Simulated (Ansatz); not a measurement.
Start from HfO₂ in the fluorite structure (space group Fm-3m, No. 225).

Space group Fm-3m (No. 225); a = 5.059 Å, b = 5.059 Å, c = 5.059 Å, α = 90.00°, β = 90.00°, γ = 90.00°

```tsv
atom	site	symmetry	x	y	z
Hf	4a	m-3m	0.0000	0.0000	0.0000
O	8c	-43m	0.2500	0.2500	0.2500
```
(The calculation used a cell of 3 atoms; values per cell refer to that cell.)

Computed with r2SCAN (Ansatz, an electronic-structure program; PAW; 500 eV plane waves; spin-orbit coupling left out), earlier PAW set.

Before the change:

| Quantity | Result |
|---|---|
| Band gap | 4.30 eV |
| Pressure | 0.00 GPa |
| Width of the top valence band | 1.90 eV |
| Electron mass | 1.0 mₑ along k, 0.75 mₑ across (at X) |

One thing is altered: the cell is scaled by 1.0245 in all directions, atoms relaxed at fixed cell.

Q: How does this affect the band gap?

A: The band gap drops by 0.20 eV (4.30 eV → 4.10 eV).

Q: What happens to the pressure?

A: The pressure goes from zero to -16.90 GPa.

Q: What does the calculation give for the energy relative to the base after the change?

A: The energy increases by 46 meV/atom.

Q: How does this affect the width of the top valence band?

A: The width of the top valence band decreases by 0.09 eV (1.90 eV → 1.81 eV).

Q: What does the calculation give for the electron mass after the change?

A: The electron mass changes from 1.0 mₑ along k, 0.75 mₑ across (at X) to 1.3 mₑ along k, 0.79 mₑ across (at X).

With Hf present, leaving out spin-orbit coupling can change the band edges. The cells carry an imposed strain or load. Masses are band curvatures over ±0.01 Å⁻¹ around the edge. Along k means along the line from Γ to the band edge. Stability against distortions was not tested. This is not the structure that HfO2 has at room temperature and ambient pressure.
